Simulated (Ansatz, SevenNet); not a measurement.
For VSi2 (P6₂22, No. 180), the machine-learned potential SevenNet-0 (trained on PBE and PBE+U data) gives:

- lattice constant a = 4.563 Å
- c axis length = 6.391 Å

What does r²SCAN+rVV10 (PAW; Ansatz, an electronic-structure program) give for the same quantities?


- lattice constant a: 4.523 Å (shrinks by 0.9 %)
- lattice parameter c: 6.318 Å (shrinks by 1.1 %)

Changes are worked out from the printed values.

Unless a cell is named, each level is at its own relaxed cell (SevenNet-0 12.80, r²SCAN+rVV10 12.44 Å³/atom).

The crystal itself was run without spin with r²SCAN+rVV10.

Ansatz's density-functional and Hartree–Fock values are scalar-relativistic unless marked +SOC, with PAW data made under PBE.
